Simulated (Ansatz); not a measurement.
A relaxation of cell and atoms of Be3Ir (I4/mmm, 4 atoms in the cell) with Ansatz (a quantum-chemistry and plane-wave program).

Method: LDA (PW92), default PAW files made with PBE (plane waves; Ansatz).

The change in words: atoms on their sites; relax: default → cell and atoms. Reference geometry:
```
Be3Ir
1.0
   -1.62345     1.62345     3.60744
    1.62345    -1.62345     3.60744
    1.62345     1.62345    -3.60744
Be Ir
3 1
Direct
  0.75000   0.25000   0.50000
  0.25000   0.75000   0.50000
  0.50693   0.50693   0.00000
  0.00000   0.00000   0.00000
```

Reference input (self-consistent single point, DFT, LDA (PW92), plane waves, default PAW files made with PBE): basis.ecutwfc = 420 eV; kpoints.mp_grid.grid = 14 14 14; hamiltonian.xc = lda; hamiltonian.pseudopotentials = {kind: paw} (the program's default PAW files); scf.occupations.method = fermi_dirac; scf.occupations.width = 0.1 eV. This run's input differs from it in these lines:

```diff
@@ -9,3 +9,3 @@
     - { symbol: Be, position: [0.250000, 0.750000, 0.500000] }
-    - { symbol: Be, position: [0.506930, 0.506930, 0.000000] }
+    - { symbol: Be, position: [0.500000, 0.500000, 0.000000] }
     - { symbol: Ir, position: [0.000000, 0.000000, 0.000000] }
@@ -24,2 +24,4 @@
     width: 0.1
+relax:
+  cell: {}
 output:
```

Output (repeated stretches shortened):

```
   [... SCF lines of the steps left out ...]
relax step   1: F+E_penalty+E_count = -11929.89225997 eV  Δ(F+E_penalty+E_count) = +0.000e0 eV  max|allowed force component| = 2.602e-17 eV/Å  Δτ_max = 0.0000 Å  P = -4.432 GPa  Ω = 38.031 Å³  (6 SCF iters, dr2 threshold 1.00e-7 eV, accepted)
relax step   2: F+E_penalty+E_count = -11929.90449152 eV  Δ(F+E_penalty+E_count) = -1.223e-2 eV  max|allowed force component| = 1.388e-17 eV/Å  Δτ_max = 0.0000 Å  P = +0.287 GPa  Ω = 37.132 Å³  energy of the carried Pulay correction = +1.745e-4 eV  [...]
relax step   3: F+E_penalty+E_count = -11929.90455358 eV  Δ(F+E_penalty+E_count) = -6.206e-5 eV  max|allowed force component| = 1.735e-17 eV/Å  Δτ_max = 0.0000 Å  P = -0.013 GPa  Ω = 37.187 Å³  energy of the carried Pulay correction = +1.635e-4 eV  [...]
relax step   4: F+E_penalty+E_count = -11929.90439493 eV  Δ(F+E_penalty+E_count) = +1.586e-4 eV  max|allowed force component| = 7.459e-17 eV/Å  Δτ_max = 0.0000 Å  P = -0.013 GPa  Ω = 37.187 Å³  stress off target by 1.57e-2 GPa  SCF on the basis [...]
basis re-selected at this cell: Δ(F+E_penalty+E_count) = +1.586e-4 eV, ΔP = +0.000 GPa vs the last step
the relaxation is at rest under the 16 symmetry operations that the run kept from its start: a minimum is not shown …
Stability not checked: this state was not tested for a lower state beside it, because too few of the mixer's solves of this state at the end of the SCF gave a …
Free energy (F): -11929.904395 eV
Internal energy: -11929.865968 eV  (E = F + TS)
   [... lines left out ...]
Fermi energy:    14.404945 eV
  cell:  # Å, volume = 37.1872 Å³
   [... lines left out ...]
    - [1.613448012138866, -1.613448012138866, 3.571276354103048]
    - [1.613448012138866, 1.613448012138866, -3.571276354103048]
  atoms:
    - { symbol: Be, position: [0.75, 0.25000000000000006, 0.5] }
    - { symbol: Be, position: [0.25000000000000006, 0.75, 0.5] }
    - { symbol: Be, position: [0.5, 0.5, -5.003637136232531e-36] }
    - { symbol: Ir, position: [-8.109594080520781e-37, -2.780432256178553e-36, -3.5913916642306313e-36] }
```

The run converged. 

Summary of the result:
```
Property                                                                                                               Value
-----------------------------------------------  ---------------------------------------------------------------------------
Free energy E − TS (on the zero of these files)                                                               -11929.9044 eV
Fermi level (on the code's own zero)                                                                                14.40 eV
Pressure                                                                                                           -0.01 GPa
Final cell                                       a = 4.238 Å, b = 4.238 Å, c = 4.238 Å, α = 135.24°, β = 135.24°, γ = 65.15°
Final volume per atom                                                                                                9.30 Å³
Relaxation steps                                                                                                           4
```

The starting cell comes from a database of computed structures (which also holds hypothetical and non-ambient phases and stackings), without a prior relaxation at this level. Its lattice was rescaled by up to half a per cent. Spin polarisation is off. The relaxation keeps the symmetry of its start, so its end need not be a minimum. Ansatz's pressure includes its estimate of the finite-basis (Pulay) stress.

Keys are those of Ansatz 0.2.
